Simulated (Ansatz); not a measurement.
## A computed series for Sr2CrO4: response to strain

The parent structure is Sr2CrO4 (space group I4/mmm, No. 139; ferromagnetic; a cell from a computed database, its experimental status unchecked).

```
CELL_PARAMETERS angstrom
     -1.87567     1.87567     6.26019
      1.87567    -1.87567     6.26019
      1.87567     1.87567    -6.26019
ATOMIC_POSITIONS crystal
  Sr 0.64559 0.64559 0.00000
  Sr 0.35441 0.35441 0.00000
  Cr 0.00000 0.00000 0.00000
  O  0.84296 0.84296 0.00000
  O  0.15704 0.15704 0.00000
  O  0.50000 0.00000 0.50000
  O  0.00000 0.50000 0.50000
```

Cartesian axes are those of the cell as printed.

Strains are applied to the cell and any free atomic positions relax; under biaxial strain the out-of-plane vector relaxes too.

Calculations: PBEsol (Ansatz, a program for electronic structure; PAW; 420 eV plane waves; no SOC).

Notes on the quantities. pressure: mean of the normal stresses, compression positive; energy relative to the base: free energy F.

```csv
change,largest site moment,pressure,energy relative to the base,shortest interatomic distance
base,1.46 μB,0.0 GPa,0 meV/atom,1.876 Å
"biaxial strain −3.67 %, plane normal [001], relaxed out of plane",1.31 μB,9.7 GPa,+38 meV/atom,1.807 Å
"biaxial strain +3.47 %, plane normal [001], relaxed out of plane",1.56 μB,-5.2 GPa,+24 meV/atom,1.920 Å
isotropic strain +0.61 %,1.50 μB,-2.5 GPa,+1.8 meV/atom,1.887 Å
uniaxial strain ε_zz = −0.88 %,1.46 μB,1.2 GPa,+0.8 meV/atom,1.876 Å
```

Without a gap, meshes like the base's 14×14×14 leave anisotropic stresses uncertain by several tenths of a GPa, and small strain energies with them. Whether these cells are dynamically stable was not tested. No Hubbard U is applied and the magnetic state is the run's own (Sr2CrO4 ferromagnetic); small cells can't hold the antiferromagnetic order that many such compounds have, so gaps and moments can be off.
